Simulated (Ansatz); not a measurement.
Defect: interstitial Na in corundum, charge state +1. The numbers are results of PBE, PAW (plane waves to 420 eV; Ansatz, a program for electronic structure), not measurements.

120-site cell at the relaxed PBE lattice, the Γ point alone, smearing 0.01 eV, spin-restricted, no finite-size correction. Energies are static. The charge state is imposed; whether it is stable for some Fermi level was not computed. Sites that were not tried may lie lower. The start lies 0.79 eV above the lowest site run (PBE).

Barriers: single points on a 2×2×2 k-point mesh shifted by half a step along c at the bands' geometries.

Relaxed starting cell (atoms counted from 1):

```xyz
121
Lattice="9.6175 0.0000 0.0000 -4.8088 8.3290 0.0000 0.0000 0.0000 13.1251" Properties=species:S:1:pos:R:3 pbc="T T T"
Al    -0.0015     0.0005     4.8210
Al    -2.4046     4.1583     4.6414
Al     4.8009     0.0027     4.6414
Al     2.4080     4.1694     4.6414
Al     2.4150     1.4394     2.4748
Al    -0.0014     5.5531     2.4450
Al     7.1617     1.3737     2.4748
Al     4.8453     5.5173     2.4748
Al     0.0054     2.8001     4.1594
Al    -2.3891     6.9237     4.1594
Al     4.8073     2.7768     4.1541
Al     2.3794     6.9356     4.1594
Al     2.4134     1.4017     6.3146
Al    -0.0015     5.5531     6.3154
Al     7.1952     1.3912     6.3146
Al     4.8133     5.5375     6.3145
O      3.3022    -0.0027     3.2625
O      0.9384     4.1727     3.2804
O      8.1198     0.0266     3.3582
O      5.7554     4.1370     3.2868
O      0.7693     1.2833     3.3582
O     -1.6668     5.4294     3.2804
O      5.5112     1.2756     3.2867
O      3.1527     5.4700     3.2624
O      1.4773     2.7920     5.4653
O     -0.9296     6.9334     5.4558
O      6.2739     2.7681     5.4542
O      3.8592     6.9258     5.4846
O     -0.7327     4.0592     5.4558
O     -3.1205     8.2102     5.4846
O      4.0816     4.0513     5.4542
O      1.6504     8.2143     5.4653
O     -0.7430     1.5234     5.4846
O     -3.1320     5.6530     5.4654
O      4.0664     1.5110     5.4542
O      1.6580     5.6668     5.4558
O     -1.6505     2.8631     3.2625
O     -4.0847     7.0206     3.3582
O      3.1553     2.9178     3.2867
O      0.7241     7.0573     3.2804
Al     2.4271     1.3768     8.9598
Al    -0.0014     5.5532     8.9925
Al     7.2098     1.4155     8.9598
Al     4.7850     5.5381     8.9598
Al    -0.0144     2.7808     6.8296
Al    -2.3959     6.9505     6.8295
Al     4.8073     2.7768     6.8165
Al     2.4059     6.9281     6.8295
Al    -0.0014     0.0005     8.4458
Al    -2.4122     4.1771     8.4905
Al     4.8209    -0.0001     8.4905
Al     2.3956     4.1534     8.4905
Al    -0.0386     2.7618    10.6192
Al    -2.4002     6.9810    10.6192
Al     4.8073     2.7768    10.6650
Al     2.4345     6.9166    10.6193
O      0.9514     1.3891     7.5945
O     -1.4721     5.5668     7.6623
O      5.7365     1.3942     7.6559
O      3.3139     5.4920     7.5937
O      3.1453     2.6634     7.6559
O      0.7457     6.8199     7.6624
O      7.9054     2.7125     7.5937
O      5.5335     6.8100     7.5945
O      1.6036    -0.0696     9.6262
O     -0.9512     4.1942     9.8489
O      6.3089     0.0174     9.8648
O      3.8654     4.1526     9.8431
O     -0.7432     1.4256     9.6262
O     -3.1713     5.4569     9.8648
O      4.0868     1.2732     9.8432
O      1.6503     5.4101     9.8489
O      1.6668     2.8561     9.8648
O     -0.7034     7.0552     9.8489
O      6.4697     2.9047     9.8432
O      3.9440     6.9745     9.6262
O      3.2026     0.1259     7.5937
O      0.7221     4.2727     7.6623
O      7.9371     0.1313     7.5945
O      5.5401     4.2728     7.6559
Al     0.0452     2.8382     0.2433
Al    -2.3760     6.8702     0.2433
Al     4.8073     2.7768     0.2507
Al     2.3264     6.9510     0.2433
Al    -0.0015     0.0004    13.0626
Al    -2.4025     4.1719    11.1626
Al     4.8117    -0.0059    11.1626
Al     2.3952     4.1643    11.1626
Al     2.4742     1.4258    12.8721
Al    -0.0015     5.5531    12.8574
Al     7.1438     1.4318    12.8721
Al     4.8039     5.4728    12.8721
Al    -0.0014     0.0005     2.3094
Al    -2.3862     4.1513     1.9664
Al     4.7856    -0.0097     1.9664
Al     2.4050     4.1887     1.9664
O     -1.4635     2.7598    12.0350
O     -3.9069     6.9385    12.1875
O      3.3462     2.8031    12.0429
O      0.9361     6.9465    12.0320
O      0.7364     4.0444    12.0319
O     -1.6895     8.2159    12.0350
O      5.5606     4.0289    12.0429
O      3.1511     8.2427    12.1875
O      3.8492     1.3796     1.0995
O      1.4694     5.5557     1.0946
O      8.7945     1.3079     1.0983
O      6.2749     5.5283     1.1346
O      1.6906     2.6720     1.1346
O     -0.7391     6.8256     1.0946
O      6.4963     2.6457     1.0995
O      4.0857     6.9643     1.0984
O      1.5416     0.0581     1.0984
O     -0.7347     4.2780     1.0946
O      6.4564     0.1300     1.1346
O      4.0763     4.3051     1.0995
O      0.7515     1.4782    12.1875
O     -1.6770     5.6684    12.0320
O      5.5150     1.4983    12.0429
O      3.1486     5.6836    12.0350
Na    -4.8102     8.3294    10.8501
```
Cell charge +1.

End state 1 differs by these moves (Å; atoms that move under 0.15 Å are left out):

```tsv
atom	element	Δx	Δy	Δz
1	Al	-0.01	-0.03	-0.23
9	Al	-0.01	-0.03	-0.23
45	Al	0.01	-0.01	-0.39
53	Al	0.04	0.01	-1.80
57	O	-0.13	0.07	0.06
63	O	0.17	0.00	0.06
65	O	-0.14	0.08	0.22
66	O	0.05	-0.03	-0.16
73	O	-0.01	0.00	-0.18
76	O	0.13	0.08	0.22
85	Al	0.04	0.01	-1.80
93	Al	0.01	-0.01	-0.39
97	O	-0.14	0.08	0.22
98	O	0.05	-0.03	-0.16
101	O	0.13	0.08	0.22
104	O	-0.01	0.00	-0.18
107	O	-0.13	0.07	0.06
113	O	0.17	0.00	0.06
121	Na	0.00	2.77	0.18
```

What forward and backward barriers to end state 1 does PBE, PAW give?

forward 2.09 eV, backward 2.09 eV; at the saddle point atom 121 has neighbours O at 1.84, O at 1.93, O at 2.02, O at 2.14 Å. The saddle point's order was not checked.
